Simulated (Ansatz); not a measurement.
NaLaO2, response to strain

The reference is NaLaO₂ (space group R-3m, No. 166; a model cell, its experimental status unchecked).

```yaml
crystal:
  lattice:
    - [1.82295, 1.05248, 5.52691]
    - [-1.82295, 1.05248, 5.52691]
    - [0.00000, -2.10496, 5.52691]
  atoms:
    - { symbol: La, position: [0.00000, 0.00000, 0.00000] }
    - { symbol: Na, position: [0.50000, 0.50000, 0.50000] }
    - { symbol: O, position: [0.26100, 0.26100, 0.26100] }
    - { symbol: O, position: [0.73900, 0.73900, 0.73900] }
```

Cartesian axes are those of the cell as printed.

Strains are applied to the cell and any free atomic positions relax; under biaxial strain the out-of-plane vector relaxes too.

The values are results of plane-wave PAW DFT at the PBEsol level (Ansatz, an electronic-structure program, 420 eV), no spin-orbit coupling, not measurements.

Notes on the quantities. energy relative to the base: free energy F.

| variant | band gap | energy relative to the base | shortest interatomic distance | gap character |
|---|---|---|---|---|
| base | 3.92 eV | 0 meV/atom | 2.423 Å | indirect, L → Γ |
| biaxial strain +2.80 %, plane normal [001], relaxed out of plane | 3.78 eV | +16 meV/atom | 2.450 Å | indirect, L → Γ |
| isotropic strain −1.33 % | 4.06 eV | (withheld) | 2.405 Å | indirect, L → F |
| isotropic strain −0.58 % | 4.01 eV | +1.2 meV/atom | 2.415 Å | indirect, L → Γ |
| isotropic strain −0.38 % | 3.98 eV | +0.5 meV/atom | 2.418 Å | indirect, L → Γ |
| isotropic strain +0.52 % | 3.84 eV | +0.9 meV/atom | 2.429 Å | indirect, L → Γ |
| isotropic strain +1.93 % | 3.64 eV | (withheld) | 2.448 Å | indirect, L → Γ |
| uniaxial strain ε_yy = +4.29 % | 3.66 eV | +16 meV/atom | 2.437 Å | indirect, V₂ → Γ |
| uniaxial strain ε_zz = +0.51 % | 3.89 eV | +0.1 meV/atom | 2.424 Å | indirect, L → Γ |
| tensor shear ε_xz = +2.11 % | 3.90 eV | +2.1 meV/atom | 2.415 Å | indirect, R → Γ |

Question: What belongs in the blanks?

Answer: 
- isotropic strain −1.33 %, energy relative to the base: +6.3 meV/atom
- isotropic strain +1.93 %, energy relative to the base: +12 meV/atom

Whether these cells are dynamically stable was not tested. k-point labels follow each cell's own Brillouin zone.
